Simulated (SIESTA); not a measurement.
**Sensitivity of a calculation on Ag₅Au₃S₄ (P1, 12 atoms in the cell) to its settings**

```yaml
crystal:
  lattice:
    - [4.63564, 0.00000, 0.00000]
    - [-1.68808, 4.50690, 0.00000]
    - [-0.24323, -0.42314, 13.61598]
  atoms:
    - { symbol: Ag, position: [0.07859, 0.69039, 0.24324] }
    - { symbol: Ag, position: [0.70301, 0.96362, 0.73998] }
    - { symbol: Ag, position: [0.52406, 0.10680, 0.39614] }
    - { symbol: Ag, position: [0.34458, 0.72905, 0.01432] }
    - { symbol: Ag, position: [0.13754, 0.52292, 0.44996] }
    - { symbol: S, position: [0.93050, 0.94843, 0.00625] }
    - { symbol: S, position: [0.97177, 0.96764, 0.48049] }
    - { symbol: S, position: [0.52007, 0.50561, 0.27344] }
    - { symbol: S, position: [0.57174, 0.42487, 0.75673] }
    - { symbol: Au, position: [0.22885, 0.22612, 0.13923] }
    - { symbol: Au, position: [0.25888, 0.20340, 0.62036] }
    - { symbol: Au, position: [0.23040, 0.21115, 0.87985] }
```

Base run A: GGA PBEsol, numerical atomic orbitals TZP, PseudoDojo PBEsol standard norm-conserving potentials (rewritten from UPF to PSML) (SIESTA), self-consistent single point.

Its settings: XC.functional = GGA; XC.authors = PBEsol; potentials = PseudoDojo PBEsol standard; PAO.BasisSize = TZP; PAO.EnergyShift = 0.005 Ry; MeshCutoff = 350 Ry; kgrid.MonkhorstPack = 3 3 1; OccupationFunction = FD; ElectronicTemperature = 10 K; MaxSCFIterations = 150; SCF.Mixer.Method = Pulay; SCF.Mixer.Weight = 0.2; SCF.Mixer.History = 6; SCF.DM.Tolerance = 1.0E-05.

The starting cell comes from a database of computed structures (which also holds hypothetical and non-ambient phases and stackings), without a prior relaxation at this level. Spin-orbit coupling is off. Values carry the incompleteness of an atom-centred basis. In the base run, with a pressure of about -5 GPa the cell is away from its equilibrium volume at this level.

ΔF is the free energy per atom less that of run A. 

Runs:
- B: MeshCutoff: 350 Ry → 210 Ry
- C: MeshCutoff: 350 Ry → 315 Ry
- D: kgrid.MonkhorstPack: 3 3 1 → 3 2 1
- E: GridCellSampling: default → [0.5 0.5 0.0, 0.5 0.0 0.5, 0.0 0.5 0.5]
- F: PAO.Polarization.NonPerturbative: default → true
- G: MeshCutoff: 350 Ry → 300 Ry
- H: MaxSCFIterations: 150 → 300; SCF.Mixer.Weight: 0.2 → 0.3

```csv
run,ΔF (meV/atom),pressure (GPa),largest force (eV/Å),gap on the mesh (eV),k-points
A,0.00,-4.52,0.169,0.704,5
B,-2.0,-4.49,0.171,0.704,5
C,-0.26,-4.51,0.168,0.704,5
D,19.8,-4.29,0.152,0.700,4
E,0.00,-4.52,0.169,0.704,5
F,-5.3,-4.21,0.182,0.706,5
G,-0.39,-4.51,0.169,0.704,5
H,0.00,-4.52,0.169,0.704,5
```

Run C against A: The free energy hardly moves (within 1 meV/atom), the pressure hardly changes (-4.52 to -4.51 GPa), the largest force moves little (0.169 to 0.168 eV/Å) and the gap on the mesh stays at 0.704 eV.

Run D against A: The free energy goes up by 19.8 meV/atom, the pressure goes from -4.52 to -4.29 GPa, the largest force goes from 0.169 to 0.152 eV/Å and the gap on the mesh hardly changes (0.704 to 0.700 eV).

Run B against A: The free energy goes down by 2.0 meV/atom, the pressure moves little (-4.52 to -4.49 GPa), the largest force hardly changes (0.169 to 0.171 eV/Å) and the gap on the mesh stays at 0.704 eV.
